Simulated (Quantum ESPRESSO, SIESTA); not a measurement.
Pressure against volume in AlB2-type ZrB2 (space group 191) (SIESTA, LDA)

```xyz
3
Lattice="3.0467 0.0000 0.0000 -1.5234 2.6385 0.0000 0.0000 0.0000 3.3927" Properties=species:S:1:pos:R:3 pbc="T T T"
Zr     0.0000     0.0000     0.0000
B      1.5234     0.8795     1.6964
B      0.0000     1.7590     1.6964
```

Method: LDA PW92, numerical atomic orbitals DZP, PseudoDojo LDA standard norm-conserving potentials (rewritten from UPF to PSML) (SIESTA 5.4.2). Settings: XC.functional = LDA; XC.authors = PW92; potentials = PseudoDojo LDA standard; PAO.BasisSize = DZP; PAO.EnergyShift = 0.005 Ry; MeshCutoff = 520 Ry; kgrid.MonkhorstPack = 22 22 17; OccupationFunction = FD; ElectronicTemperature = 50 meV; MaxSCFIterations = 150; SCF.Mixer.Method = Broyden; SCF.Mixer.Weight = 0.1; SCF.Mixer.History = 6; SCF.DM.Tolerance = 1.0E-05. The cell above is the first row's. The rows scale it uniformly. In all rows fractional positions and the k mesh are held.

```csv
V (Å^3/atom),P (GPa)
9.0911,?
9.2888,18.77
9.4864,12.09
9.6840,6.11
9.8817,0.55
10.0793,-4.47
10.2769,-8.93
10.4746,-13.00
10.6722,-16.70
```

Fit P of the 8 rows that show it with a cubic. With u = V - 10.0, the rows have u = -0.7112, -0.5136, -0.3160, -0.1183, 0.0793, 0.2769, 0.4746, 0.6722. Least squares gives P = -2.489 - 24.9899·u + 6.2991·u² - 0.8213·u³. Residuals (row less fit): 0.005, -0.029, 0.047, -0.007, -0.039, 0.013, 0.018, -0.010; standard error 0.036 (degrees of freedom: 4). The fitted pressure is zero at V0 = 9.903, where dP/dV = -26.24, so B0 = -V0·dP/dV = 260 GPa.

**Question.** What does the fit predict for P at V = 9.0911, and how far is the calculated value from it?

**Answer.** u = -0.9089, so P = -2.489 - 24.9899 × (-0.9089) + 6.2991 × (-0.9089)² - 0.8213 × (-0.9089)³ = 26.045 GPa. The calculation gives 26.20 GPa, 0.155 GPa above the prediction (0.4 % of the range of P in the table). The row lies outside the fitted rows, so this is an extrapolation. From the scatter of the fitted rows alone, a prediction at this place has a standard error of 0.096 GPa, so the miss is 1.6 times that.

Carrying the step between the two nearest rows on in a straight line would have given 25.45, off by 0.75; series whose last step already gives the withheld value aren't shown. The scan was laid around a cell of about the measured size, scaled by a guess for this functional; axis ratios and inner coordinates come from that cell. The runs keep the symmetry of the cell, so they don't test it for distortions. A plane-wave scan with the same functional (Quantum ESPRESSO, GBRV) gives V0 = 9.90 Å^3/atom and B0 = 260 GPa; a Birch-Murnaghan fit to all rows here lies 0.0 % from it in V0 and -1 % in B0; the two differ in basis, and may differ in potentials and mesh. Values carry the incompleteness of an atom-centred basis. The shape of the cell and the inner coordinates aren't relaxed, so V0 and B0 belong to this uniform scaling; a relaxed crystal lies no higher in energy and is usually softer. Cutoffs and mesh are single choices, not tested for convergence of this quantity. Series with a scatter that would blur these digits, or in which a gap closes, are not shown.
